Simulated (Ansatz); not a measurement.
The parent structure is Pd in the fcc (Cu type) structure (space group Fm-3m, No. 225; a = 3.943 Å).

Perturbation: cell and atoms relaxed at a pressure of 7 GPa.

Levels (all Ansatz, a first-principles code, PAW): PBE (420 eV, spin-orbit coupling left out); r2SCAN (500 eV, without spin-orbit coupling).

The geometry is relaxed with PBE.

| Quantity | Result |
|---|---|
| PBE pressure | 7.0 GPa |

Task: How does going to r2SCAN change the pressure?

Result: The pressure shrinks by 4.85 GPa, from 7.0 GPa to 2.2 GPa.

Single points use the geometry relaxed with PBE. Their cutoffs differ, which shifts pressures a little. Load acts through the strain it causes; cell and atoms are relaxed under it. Stability against distortions was not tested. Competing high-pressure phases were not computed. The final runs are not spin-polarised. Pd has a high density of states at the Fermi level and may be magnetic at this level.
